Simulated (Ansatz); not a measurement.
The starting structures come from a database of crystals and need not be the phases stable at ambient conditions.

 Where the default PAW files enter, the runs use the earlier of Ansatz's two default sets.

Here is the system:

```xyz
16
Lattice="3.8051 0.0000 0.0000 -1.9025 3.2953 0.0000 0.0000 0.0000 24.1685" Properties=species:S:1:pos:R:3 pbc="T T T"
Zn     0.0000     2.1969     3.0240
Zn     0.0000     0.0000     0.0039
Zn     1.9025     1.0984    15.1065
Zn     1.9025     1.0984    21.1508
Zn     0.0000     0.0000    18.1268
Zn     0.0000     2.1969    12.0862
Zn     0.0000     0.0000     9.0653
Zn     1.9025     1.0984     6.0453
S      1.9025     1.0984     8.3072
S      1.9025     1.0984    17.3670
S      0.0000     2.1969     5.2864
S      0.0000     0.0000    20.3902
S      1.9025     1.0984    23.4146
S      0.0000     0.0000     2.2653
S      0.0000     2.1969    14.3486
S      0.0000     0.0000    11.3275
```

Space group of this cell: P3m1. The cell is strained (lengths along the current scaled by 0.97, ions clamped); by r2SCAN its mean pressure is 2.9 GPa.

Transport runs along the normal of the first two printed cell vectors, the (001) (indices of the unstrained crystal) plane of the conventional cell.

No gap correction and no spin-orbit coupling; mid-gap values are interpolated between computed energies.

Question: State the band gap and the smallest decay constant κ at mid-gap according to r2SCAN run with Ansatz (an electronic-structure program).

Answer: Gap 2.82 eV on a 12×12×2 mesh; κ = 0.184 1/Å, at the zone centre.
